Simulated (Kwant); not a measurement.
Model system: wire with a side stub in a In0.53Ga0.47As two-dimensional gas. Effective mass 0.041 mₑ, grid spacing 6.2 nm, hard walls, nominal width 150 nm (25 grid rows, so walls 161.2 nm apart), one parabolic valley, scattering region 450 nm long along x; energies count from the band bottom; Fermi energy swept from 0.0003261 to 0.0038724 eV. Closed stub on one side, 170 nm wide and 280 nm deep.

Constants are typed, rounded textbook-type inputs, not results; the design itself was drawn at random and stands for no fabricated device.

Computed with Kwant: effective-mass tight-binding model on a square grid, one spin, coherent transport at 0 K. Conductance is in e²/h.

Question: How many channels do the leads carry at E = 2.29, 3.63 meV?

Answer: The hard-wall thresholds are n² ħ²π²/(2mW²) = n² × 0.353 meV with W = 161.2 nm. √(2.29/0.353) = 2.55, so 2. √(3.63/0.353) = 3.21, so 3.
